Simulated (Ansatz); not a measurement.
We consider NiAs-type NiSb, described by PBE (Ansatz, a quantum-chemistry and plane-wave program, PAW).

Settings: plane-wave cutoff 520 eV, 12×12×8 k mesh (along the axes of the cell as run), Fermi–Dirac smearing 0.1 eV, perturbation theory, force constants from a 6×6×2 q mesh, no spin polarisation, scalar-relativistic PAW data made under PBE.

Computed at the level's own relaxed cell.

```
NiSb
1.0
    3.97533     0.00000     0.00000
   -1.98767     3.44274     0.00000
    0.00000     0.00000     5.15792
Ni Sb
2 2
Direct
  0.00000   0.00000   0.00000
  0.00000   0.00000   0.50000
  0.66667   0.33333   0.75000
  0.33333   0.66667   0.25000
```

Harmonic phonon frequencies (cm⁻¹; i marks an imaginary mode):

```tsv
q point	frequencies
Γ	0 0 0 126 126 127 127 138 153 202 202 246
A	74 74 74 74 119 119 174 174 174 174 191 191
K	75 75 109 115 115 132 159 171 171 190 190 256
```

No imaginary mode appears at these points.
